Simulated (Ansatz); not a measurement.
Gap of an armchair WSe2 nanoribbon, N = 7, bare edges at several levels, all on one geometry.

Levels: PBE (plane waves to 420 eV, PAW; Ansatz, an electronic-structure program); PBE with spin-orbit coupling in Ansatz; r2SCAN (plane waves to 500 eV, PAW; Ansatz). Unmarked values and the geometry are of the first. Mesh 1×1×6. No spin polarisation, so a magnetic state wasn't tested. It repeats along c; a and b span vacuum. A hypothetical model, cut from the flat sheet. It keeps the symmetry and period of its start, so it need not be a minimum against all distortions. Values not marked SOC lack spin–orbit coupling.

```tsv
level	gap (eV)
PBE	0.43
PBE+SOC	0.43
r2SCAN	___
```

**Question.** Fill in the missing entries.

**Answer.** 
- r2SCAN, gap (eV): 0.56
